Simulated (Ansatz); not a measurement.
The starting structures come from a database of crystals and need not be the phases stable at ambient conditions.

By PBEsol, the system below comes out a metal.

Here is the system:

```xyz
2
Lattice="2.4732 0.0000 0.0000 0.0000 2.4873 0.0000 0.0207 0.0000 4.8524" Properties=species:S:1:pos:R:3 pbc="T T T"
P      0.0052     0.0000     1.2159
P      0.0155     0.0000     3.6366
```

Space group of this cell: P2/m. The cell is strained (lengths across the current scaled by 1.02, ions clamped); by PBEsol its mean pressure is -5.4 GPa.

The current flows along the normal of the first two printed cell vectors. No spin-orbit coupling; the value is a mean over 0.1 eV about the Fermi level.

Predict the ballistic conductance per area from PBEsol (Ansatz, a first-principles code).

1.2 × 10¹⁵ S/m² for both spins.
